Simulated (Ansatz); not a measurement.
Ansatz (a program for electronic structure) run on Sn2Ir (I4mm, 3 atoms in the cell): self-consistent single point.

Level of theory: LDA (PW92), default PAW files made with PBE (plane waves; Ansatz).

```xyz
3
Lattice="0.0000 3.1931 3.1931 3.1931 0.0000 3.1931 3.1931 3.1931 0.0000" Properties=species:S:1:pos:R:3 pbc="T T T"
Sn     4.7896     4.7896     4.7896
Sn     1.5965     1.5965     1.5965
Ir     0.0000     0.0000     0.0500
```

Reference input (self-consistent single point, DFT, LDA (PW92), plane waves, default PAW files made with PBE): basis.ecutwfc = 420 eV; kpoints.mp_grid.grid = 9 9 9; hamiltonian.xc = lda; hamiltonian.pseudopotentials = {kind: paw} (the program's default PAW files); scf.occupations.method = gaussian; scf.occupations.width = 0.1 eV. This run's input differs from it in these lines:

Ansatz 0.2 input:
```diff
@@ -11,3 +11,3 @@
 basis:
-  ecutwfc: 420.0
+  ecutwfc: 335.0
 kpoints:
```

The program printed (abridged):

```
SCF iter   1: F=—  HF=-23423.268472 eV  |F-HF|=—  |Δ(HF+E_count)|=         —  Δρ=8.36e-3  dr2=2.07e-2  ethr=1.77e-3  ⟨swp⟩=5.8  Hψ=8410  notcnv=0
all-band conjugate gradients solve this SCF's bands
preconditioner: auto → none
SCF iter   2: F=—  HF=-23423.264002 eV  |F-HF|=—  |Δ(HF+E_count)|=   4.47e-3  Δρ=3.71e-3  dr2=9.67e-3  ethr=4.59e-5  ⟨swp⟩=2.1  Hψ=3910  notcnv=0
SCF iter   3: F=—  HF=-23423.265363 eV  |F-HF|=—  |Δ(HF+E_count)|=   1.36e-3  Δρ=3.96e-3  dr2=1.74e-2  ethr=2.15e-5  ⟨swp⟩=2.0  Hψ=3604  notcnv=0  defer=1
SCF iter   4: F=—  HF=-23423.262260 eV  |F-HF|=—  |Δ(HF+E_count)|=   3.10e-3  Δρ=4.24e-4  dr2=6.16e-5  ethr=2.15e-5  ⟨swp⟩=2.0  Hψ=2473  notcnv=0
SCF iter   5: F=—  HF=-23423.262252 eV  |F-HF|=—  |Δ(HF+E_count)|=   7.95e-6  Δρ=5.47e-5  dr2=9.62e-7  ethr=1.37e-7  ⟨swp⟩=2.0  Hψ=3392  notcnv=0
SCF iter   6: F=-23423.262253 eV  HF=-23423.262253 eV  |F-HF|=5.14e-9  |Δ(HF+E_count)|=   1.81e-7  Δρ=1.13e-5  dr2=6.23e-8  ethr=2.22e-10  ⟨swp⟩=6.9  Hψ=9136  notcnv=0
SCF 1 converged in 6 iterations: F = -23423.262253 eV  dr2 = 6.23e-8
Free energy (F): -23423.262253 eV
Internal energy: -23423.258259 eV  (E = F + TS)
E sigma→0 (E₀):  -23423.260256 eV
Entropy (-TS):   -0.003993 eV (-1.331 meV/atom)
Fermi energy:    13.989373 eV
--- Forces (eV/Å), atoms counted from 1 ---
  atom   1  Sn    -0.00000000     0.00000000     0.17696675
  atom   2  Sn     0.00000000    -0.00000000     0.17696675
  atom   3  Ir     0.00000000     0.00000000    -0.35394243
--- Stress (GPa, compression-positive) ---
       -4.628007       0.000000       0.000000
        0.000000      -4.628007       0.000000
        0.000000       0.000000      -4.676965
  P = ⅓ Tr σ = -4.6443 GPa (-46.443 kbar)
  The stress holds the Pulay correction. Without it, at fixed plane waves, as pw.x and ABINIT print it: P = -5.9106 GPa
```

The run converged in 6 iterations. Against the reference run the free energy rises by 14.4 meV/atom, the pressure goes from -4.76 to -4.64 GPa and the largest force moves little (0.348 to 0.354 eV/Å).

The starting cell comes from a database of computed structures (which also holds hypothetical and non-ambient phases and stackings), without a prior relaxation at this level. Its lattice was rescaled by up to half a per cent. One atom was moved a little off its site on purpose. Spin polarisation is off. Ansatz's pressure includes its estimate of the finite-basis (Pulay) stress. Without the estimate this run gives -5.91 GPa. The cutoff lies below the one recommended for these files.
